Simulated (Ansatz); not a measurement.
## Pressure series in hypothetical cubic perovskite BaSnSe3

Base system: BaSnSe₃ in the cubic perovskite structure (space group Pm-3m, No. 221; a hypothetical phase, not in the database extracts checked).

Space group Pm-3m (No. 221); a = b = c = 5.360 Å, α = β = γ = 90.00°

```tsv
atom	site	symmetry	x	y	z
Ba	1a	m-3m	0.0000	0.0000	0.0000
Sn	1b	m-3m	0.5000	0.5000	0.5000
Se	3c	4/mm.m	0.0000	0.5000	0.5000
```

Cell and atoms are relaxed at each pressure.

Calculations: PBE (Ansatz, a program for electronic structure, PAW, spin-orbit coupling left out).

| pressure (GPa) | volume per atom (Å³/atom) |
|---|---|
| -2 | 32.461 |
| -1 | 31.560 |
| 0 | 30.804 |
| 0.3 | 30.592 |
| 0.7 | 30.325 |
| 1.5 | 29.829 |
| 3 | 29.003 |
| 7.5 | ? |
| 10 | 26.296 |

**Question.** Fit the third-order Birch–Murnaghan form P(V) = (3B₀/2)[(V₀/V)^(7/3) − (V₀/V)^(5/3)]·[1 + (3/4)(B₀′ − 4)((V₀/V)^(2/3) − 1)] (squares taken in P) to the rows shown and predict the withheld row.

**Answer.** Least squares on the printed values gives V₀ = 30.801 Å³/atom, B₀ = 43.2 GPa, B₀′ = 4.8; this predicts 27.110 Å³/atom, and the run gives 27.109 Å³/atom, in agreement.

Load acts through the strain it causes; cell and atoms are relaxed under it. Whether these cells are dynamically stable was not tested. Competing high-pressure phases were not computed. The final runs are not spin-polarised. Many cubic perovskites are stable only at high temperature; tilts and polar distortions were not tested.
